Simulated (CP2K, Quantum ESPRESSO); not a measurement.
A CP2K input for a self-consistent single point of BPO₄ (P1, 6 atoms in the cell) (DFT PBEsol, GPW, DZVP-MOLOPT-SR-GTH basis, GTH-PBE potentials (GTH_POTENTIALS)):

```
&GLOBAL
  PROJECT bpo4
  RUN_TYPE ENERGY_FORCE
  PRINT_LEVEL LOW
&END GLOBAL
&FORCE_EVAL
  METHOD Quickstep
  STRESS_TENSOR ANALYTICAL
  &DFT
    BASIS_SET_FILE_NAME BASIS_MOLOPT
    POTENTIAL_FILE_NAME GTH_POTENTIALS
    &QS
      METHOD GPW
      EPS_DEFAULT 1E-10
    &END QS
    &MGRID
      CUTOFF 450
      REL_CUTOFF 50
      NGRIDS 4
    &END MGRID
    &SCF
      SCF_GUESS ATOMIC
      EPS_SCF 1E-6
      MAX_SCF 100
      ADDED_MOS 6
      &DIAGONALIZATION
        ALGORITHM STANDARD
      &END DIAGONALIZATION
      &MIXING
        METHOD BROYDEN_MIXING
        ALPHA 0.3
        NBUFFER 8
        BETA 1
      &END MIXING
    &END SCF
    &KPOINTS
      SCHEME MONKHORST-PACK 6 6 6
      GAMMA_CENTERED T
    &END KPOINTS
    &XC
      &XC_FUNCTIONAL
        &PBE
          PARAMETRIZATION PBESOL
        &END PBE
      &END XC_FUNCTIONAL
    &END XC
    &PRINT
      &MO
        EIGENVALUES T
        OCCUPATION_NUMBERS T
        NDIGITS 8
        FILENAME mo
        &EACH
          QS_SCF 0
        &END EACH
        ADD_LAST NUMERIC
      &END MO
      &MULLIKEN OFF
      &END MULLIKEN
    &END PRINT
  &END DFT
  &SUBSYS
    &CELL
      A 4.44053300 0.00000000 0.00000000
      B 0.35371800 4.42642200 0.00000000
      C -2.39712500 -2.21321100 3.01227800
      PERIODIC XYZ
    &END CELL
    &COORD
      SCALED
      B        0.25908000     0.74317000     0.49173000
      P       -0.02103000    -0.01714400    -0.03670400
      O        0.27458600     0.39586300     0.42365500
      O        0.62164900     0.01831800     0.89657400
      O        0.98458500     0.86827400     0.60447800
      O        0.13113000     0.74152000     0.12026800
    &END COORD
    &KIND B
      BASIS_SET DZVP-MOLOPT-SR-GTH
      POTENTIAL GTH-PBE-q3
    &END KIND
    &KIND P
      BASIS_SET DZVP-MOLOPT-SR-GTH
      POTENTIAL GTH-PBE-q5
    &END KIND
    &KIND O
      BASIS_SET DZVP-MOLOPT-SR-GTH
      POTENTIAL GTH-PBE-q6
    &END KIND
  &END SUBSYS
  &PRINT
    &FORCES ON
    &END FORCES
    &STRESS_TENSOR ON
    &END STRESS_TENSOR
  &END PRINT
&END FORCE_EVAL
```

Problem. Translate this input to Quantum ESPRESSO.

Solution. One input that does it (others would too):

```fortran
&CONTROL
  calculation = 'scf',
  prefix = 'bpo4',
  outdir = './work',
  pseudo_dir = './',
  verbosity = 'high',
  tprnfor = .true.,
  tstress = .true.,
/
&SYSTEM
  ibrav = 0,
  nat = 6,
  ntyp = 3,
  ecutwfc = 85,
  occupations = 'fixed',
  nbnd = 24,
/
&ELECTRONS
  conv_thr = 1.0d-10,
/
ATOMIC_SPECIES
B     10.8100  B.upf
P     30.9738  P.upf
O     15.9990  O.upf
ATOMIC_POSITIONS {crystal}
B     0.259080000    0.743170000    0.491730000
P    -0.021030000   -0.017144000   -0.036704000
O     0.274586000    0.395863000    0.423655000
O     0.621649000    0.018318000    0.896574000
O     0.984585000    0.868274000    0.604478000
O     0.131130000    0.741520000    0.120268000
K_POINTS {automatic}
6 6 6  0 0 0
CELL_PARAMETERS {angstrom}
  -2.130002000     2.130002000     3.262593000
   2.130002000    -2.130002000     3.262593000
   2.130002000     2.130002000    -3.262593000
```

Basis settings and potentials, where a program has them, do not carry over. This input uses DFT, PBEsol, plane waves, PseudoDojo standard norm-conserving (PBESOL) pseudopotentials.

The starting cell comes from a database of computed structures (which also holds hypothetical and non-ambient phases and stackings), without a prior relaxation at this level. Its lattice was rescaled by a random factor within 2.5 % of one. For this run, on top of that: atoms moved at random.
